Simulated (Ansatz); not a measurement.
```
CELL_PARAMETERS angstrom
      0.00000     2.18022     2.17152
      2.18022     0.00000     2.17152
      2.18022     2.18022     0.00000
ATOMIC_POSITIONS crystal
  Si 0.25000 0.25000 0.25000
  C  0.00000 0.00000 0.00000
```

All values below come from PBEsol with spin-orbit coupling, rigid bands (plane waves, PAW; Ansatz, an electronic-structure program). Condition of this run: uniaxial stress zz = 1 GPa (compression positive) (the target of the relaxation). How the cell was made: cell and atoms relaxed with PBEsol, then loaded as said.

Q: What conductivity effective mass do dilute electrons have at 300 K?

A: 0.26 (x), 0.26 (y), 0.41 (z) mₑ.

Q: Predict the hole conductivity mass (n e² τ/σ) at 300 K, by direction if it differs.

A: 0.71 (x), 0.71 (y), 0.68 (z) mₑ.

Q: And the band gap?

A: 1.20 eV at this level; semilocal functionals usually fall short of the measured gap.

Rigid bands, one relaxation time for all states, no polarons.
